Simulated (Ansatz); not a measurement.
Cost and result by functional for the adsorption energy of NH2 on the 1x1 (0001) surface of hcp Ti, one in a 2x2 cell, started at the site 'bridge Ti-Ti (span 2.9 Å)', in Ansatz (plane waves, PAW). Single points on the PBE structure, on one kind of machine; costs are rough ratios of the slab run's core time (references not counted) to the cheapest single point. r2SCAN's cost holds its higher cutoff (500 against 420 eV). Differences are taken against r2SCAN for comparison alone: no measured value is at hand, so the table doesn't rank accuracy.

Slab: 19 atoms, 6.8 Å thick at the start under the adsorbate (thin: gaps and levels are the slab's own); k 6x6x1, smearing 0.1 eV, dipole-corrected; 8 atoms held, the rest relaxed; no symmetry held; no spin, no spin-orbit, no U, no dispersion correction. At the end it is bonded to 3 Ti. In PBE it is, or lies within 0.03 eV of, the lowest of the starts that converged. These notes are the PBE run's. Adsorption energies are against NH3(g) − ½ H2(g). A negative adsorption energy means that the adsorbate is more stable on the surface than in its reference.

```
functional                     relative cost  adsorption energy (eV)  less r2SCAN (eV)
-----------------------------  -------------  ----------------------  ----------------
RPBE                                       1                   -1.26              0.65
r2SCAN                                     2                   -1.91              0.00
PBE (the relaxed run's value)              –                   -1.51              0.40
```

The values span 0.65 eV, while the single points' costs differ by a factor of roughly 2. Differences are of unrounded values.

Ansatz is an electronic-structure program.
